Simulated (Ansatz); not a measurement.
Cell and atoms of amorphous Si22Ti2O48:

```
CELL_PARAMETERS angstrom
     10.41842     0.29710     0.02985
      0.29710    10.67029    -0.04637
      0.02985    -0.04637    10.22466
ATOMIC_POSITIONS crystal
  Si 0.56566 0.80536 0.42687
  Si 0.03054 0.81787 0.45973
  Si 0.92265 0.90121 0.19912
  Si 0.70378 0.01043 0.58221
  Si 0.49114 0.58730 0.60521
  Si 0.62299 0.30805 0.26865
  Si 0.24813 0.66223 0.78847
  Si 0.93480 0.55456 0.40255
  Si 0.12515 0.34626 0.48395
  Si 0.18831 0.01474 0.11318
  Si 0.77260 0.48838 0.64392
  Si 0.11677 0.24015 0.68547
  Si 0.57532 0.98720 0.84365
  Si 0.02952 0.84801 0.75092
  Si 0.74666 0.10363 0.06893
  Si 0.97832 0.59325 0.84475
  Si 0.74354 0.22301 0.52487
  Si 0.39642 0.80674 0.99278
  Si 0.86946 0.63027 0.10876
  Si 0.40800 0.35168 0.46036
  Si 0.38251 0.14727 0.66470
  Si 0.00717 0.11389 0.90999
  Ti 0.29980 0.97317 0.39796
  Ti 0.59097 0.62009 0.17905
  O  0.24546 0.17014 0.74355
  O  0.03081 0.66381 0.44647
  O  0.09658 0.19886 0.52630
  O  0.83414 0.09024 0.54819
  O  0.00799 0.22070 0.79568
  O  0.31431 0.69916 0.92487
  O  0.49984 0.86410 0.88955
  O  0.73722 0.28440 0.37908
  O  0.95887 0.55721 0.99847
  O  0.17978 0.79371 0.73187
  O  0.13046 0.12138 0.01002
  O  0.01415 0.97634 0.83693
  O  0.63640 0.70772 0.32233
  O  0.64508 0.04124 0.97172
  O  0.88667 0.56869 0.25273
  O  0.59691 0.45122 0.21808
  O  0.87671 0.51739 0.75713
  O  0.41048 0.28495 0.60361
  O  0.61343 0.14330 0.55986
  O  0.01224 0.41770 0.40284
  O  0.48913 0.27509 0.34434
  O  0.67026 0.90216 0.47816
  O  0.24907 0.06374 0.25109
  O  0.47567 0.09299 0.78067
  O  0.87082 0.14644 0.98562
  O  0.44439 0.88000 0.35516
  O  0.35658 0.04984 0.54430
  O  0.81485 0.55309 0.50628
  O  0.72004 0.62392 0.06311
  O  0.97553 0.86620 0.60253
  O  0.51052 0.72721 0.54924
  O  0.80336 0.00363 0.17672
  O  0.12903 0.38841 0.64101
  O  0.66547 0.21811 0.14415
  O  0.68539 0.95461 0.72952
  O  0.77434 0.33498 0.62682
  O  0.89912 0.77634 0.11496
  O  0.29940 0.92229 0.04382
  O  0.25978 0.36431 0.40780
  O  0.94579 0.74360 0.82304
  O  0.06204 0.93940 0.14914
  O  0.92796 0.87567 0.35462
  O  0.62469 0.53984 0.68034
  O  0.46654 0.72583 0.10988
  O  0.46556 0.48983 0.48407
  O  0.36175 0.59718 0.69615
  O  0.17454 0.86540 0.43342
  O  0.13238 0.56791 0.81483
```

Methods: PBE, scalar-relativistic without spin-orbit coupling (Ansatz, an electronic-structure program); r2SCAN, scalar-relativistic without spin-orbit coupling (Ansatz); HSE06, scalar-relativistic without spin-orbit coupling (Ansatz). Neutral PBE cell, which sets geometry, pressure and energy: sampling: a 2×2×2 Γ-centred mesh; Fermi-Dirac width 0.02 eV; no spin polarisation. Exact exchange is cut at the faces of this 10 Å cell, which leaves hybrid gaps a finite-size error.

It comes from a melt-quench run on a machine-learned potential (CHGNet), relaxed afterwards by DFT. O atoms were pushed apart under 1.9 Å during the dynamics, to hinder bonds among them. The hot cell started wider than the set density and was brought back towards it in steps. It is the lowest in DFT energy of 2 quenches. It is a model cell: composition and starting density were chosen by hand, and all elements were melted together. No dispersion term was used. Its density started from a set value of 2.38 and ended at 2.17 g/cm³. Cooling (nominally 310 K/ps over its main leg) ran many orders faster than in experiment, which tends to leave more defects and strain. Values belong to this one cell and scatter from quench to quench. Volume and shape were free in the relaxation.

**Question.** Give the pressure, the energy against reference phases and the spacing of the highest filled and lowest empty levels.

**Answer.** 
| Quantity | Value |
|---|---|
| Pressure on a 2×2×2 Γ-centred mesh | 0.00 GPa |
| Largest force and stress component on that mesh (the relaxation ran on the zone centre alone) | 0.02 eV/Å and 0.0 GPa |
| Energy relative to alpha cristobalite + anatase TiO2 (lowest mix at this level among the phases computed, not always the ambient ones) | 0.094 eV/atom |
| Level gap on a 2×2×2 Γ-centred mesh (PBE) | 4.09 eV |
| Level gap at the zone centre (PBE) | 4.10 eV |
| Level gap at the zone centre (r2SCAN) | 4.54 eV |
| Level gap at the zone centre (HSE06) | 5.91 eV |
| Distance between the nearest levels spread over more than a fifth of the atoms or a third of the atoms of their main element (six at least) (PBE, zone centre) | 5.38 eV |

**Question.** At PBE and the zone centre, how localised are the states just below and above the Fermi level (participation number: the atoms over which a state spreads)?

**Answer.** The highest filled state is spread over 18.5 atoms' worth, largest on O53, with weights by element (charge in smoothed Voronoi cells) O 0.97, Si 0.03, Ti 0.01. The lowest empty state is spread over 2.7 atoms' worth, largest on Ti24, with weights by element (charge in smoothed Voronoi cells) Ti 0.75, O 0.22, Si 0.03.

At PBE the levels at the empty edge of the gap are localised (band-tail or defect states), and the nearest spread-out levels lie 5.4 eV apart at the zone centre.

Cut-offs for bonds: Si-Si 2.60 Å, Si-Ti 2.78 Å, Si-O 1.90 Å, Ti-Ti 3.12 Å, Ti-O 2.49 Å, O-O 1.58 Å. Two cations that share two anions don't count as bonded, nor two that share one unless they lie closer than Si-Si 2.38 Å, Si-Ti 2.71 Å, Ti-Ti 3.04 Å.
